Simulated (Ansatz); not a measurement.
The starting structures come from a database of crystals and need not be the phases stable at ambient conditions.

Inside the gap of an insulator the Bloch states are evanescent, with a wavenumber k + iκ along the transport direction.

Consider the following.

```xyz
4
Lattice="6.9435 0.0000 0.0000 -2.3174 6.5499 0.0000 -1.1587 3.2750 2.0057" Properties=species:S:1:pos:R:3 pbc="T T T"
Al     0.0044     0.0016     0.0000
Ga     2.3105     3.2741     0.0000
As     2.3149     5.7322     0.0000
As    -0.0062     2.4544     0.0000
```

The cell is taken as given.

Transport runs along the normal of the first two printed cell vectors, the (110) plane of the conventional cell.

No gap correction and no spin-orbit coupling; mid-gap is the computed energy nearest the middle.

Q: Compute, with r2SCAN (Ansatz, a first-principles code), the band gap and the smallest decay constant κ at mid-gap.

A: Gap 1.34 eV on a 14×14×14 mesh; κ = 0.080 1/Å, at the zone centre.
